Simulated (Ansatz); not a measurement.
System: CsCl-type PdIn. Method: PBEsol (Ansatz, an electronic-structure program, PAW).

Settings: plane-wave cutoff 520 eV, 18×18×18 k mesh, Fermi–Dirac smearing 0.05 eV, scalar-relativistic PAW data made under PBE.

Computed points:

| V (Å³/atom) | E − E_lowest (meV/atom) |
|---|---|
| 16.093 | 30.08 |
| 16.435 | 12.74 |
| 16.777 | 3.03 |
| 17.120 | 0.00 |
| 17.462 | 2.80 |
| 17.804 | 10.67 |
| 18.147 | 22.94 |

### Question
Fit the third-order Birch–Murnaghan equation and give B0 and B′.

### Answer
V0 = 17.119 Å³/atom, B0 = 136 GPa, B′ = 5.9 (fit to the energies at full precision).

Spin–orbit coupling is not included.

Static lattice: no zero-point or thermal effects.

It cost very roughly 80 core-seconds of CPU time.
